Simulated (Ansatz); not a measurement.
Base system: TiSi₂ (space group Cmcm, No. 63; a = 3.546 Å, b = 13.563 Å, c = 3.580 Å). Axes: x, y, z lie along a, b, c of the conventional cell.

Calculations: PBE (Ansatz, a quantum-chemistry and plane-wave program; PAW; 420 eV plane waves; scalar-relativistic without spin-orbit coupling).

For the base:

| Quantity | Result |
|---|---|
| Pressure | 0.0 GPa |
| Shortest interatomic distance | 2.404 Å |
| Band gap | zero |

One thing is altered: the cell is compressed by 1.94 % along x with no lateral relaxation; the atoms relax in the strained cell.

**Question.** What does the calculation give for the pressure after the change?

**Answer.** The pressure (mean of the normal stresses, compression positive) goes from zero to 2.9 GPa.

**Question.** What does the calculation give for the shortest interatomic distance after the change?

**Answer.** The shortest interatomic distance drops by 0.007 Å to 2.397 Å.

**Question.** Estimate the effect on the energy relative to the base.

**Answer.** The energy grows by 4.6 meV/atom.

**Question.** What happens to the band gap?

**Answer.** The band gap is still zero.

Without a gap, meshes like the base's 14×14×13 leave anisotropic stresses uncertain by several tenths of a GPa, and small strain energies with them. Whether these cells are dynamically stable was not tested. The final runs are not spin-polarised.
